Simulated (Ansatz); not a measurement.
CaO2 (I4/mmm), Ansatz (a program for electronic structure) with PBEsol, rigid bands: band gap 2.98 eV, N_c = 1.35e20 cm⁻³ and N_v = 4.30e20 cm⁻³ at 300 K, conductivity masses along y (a = (-1.62, 1.62, 3.38) Å; b = (1.62, -1.62, 3.38) Å; c = (1.62, 1.62, -3.38) Å) of 2.05 mₑ (electrons) and 2.17 mₑ (holes). Take k_BT = 0.02585 eV.

**Question.** A film of it is 2 nm thick, with its normal along the direction named. Estimate the confinement energies in an infinite well.

**Answer.** ħ²π²/(2m t²) = 0.376 eV·nm²/(m/mₑ × t²) gives 45.9 meV for electrons and 43.3 meV for holes, so the gap would widen to about 3.07 eV. Finite barriers and nonparabolic bands lower this, and with several valleys or bands the heaviest mass along the normal sets the lowest level, not this average.

**Question.** What thermal injection velocity √(2k_BT/πm) limits a ballistic channel along the direction named?

**Answer.** 3.76e6 cm/s for electrons and 3.65e6 cm/s for holes, a ratio of √(m_h/m_e) = 1.03, for dilute carriers.

**Question.** Find the intrinsic carrier density and the intrinsic Fermi level.

**Answer.** n_i = √(N_c N_v) exp(−E_g/2k_BT) = 2.41e20 × exp(−57.64) = 2.2e-5 cm⁻³. The level lies (k_BT/2) ln(N_v/N_c) = 15 meV from mid-gap (positive towards the conduction band). Each 0.1 eV added to the gap lowers n_i by a factor of 6.9.

Rigid, parabolic bands with the computed gap; masses take one relaxation time for all states. Spin-orbit coupling is left out; where it splits the top of the valence band, N_v and the p-type Seebeck coefficient come out somewhat high without it.

Computed structure with no diffraction record at hand here (it may be known, metastable or hypothetical): CaO2 (I4/mmm).
